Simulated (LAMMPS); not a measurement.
Consider a twist boundary about [110] in Si (diamond structure), boundary plane (110), in-plane axes [1-11] of one grain along [-111] of the other (0 K).

Model: classical force field (static), pair style edip, file Si.edip (LAMMPS).

The boundary energy (lowest found) is 0.879 J/m² and the excess volume is 0.36 Å. The Σ is 3 and the rotation about the axis comes out as 109.5 °. The disorientation (full cubic symmetry) comes out as 60.00 ° and the largest excess energy of an atom is 0.26 eV. The lattice constant at 0 K is 5.430 Å. The cost is roughly 29 core-seconds.

Potential: file Si.edip of the LAMMPS distribution; its header cites Justo, Bazant, Kaxiras, Bulatov and Yip, Phys Rev B, 58, 2539 (1998).
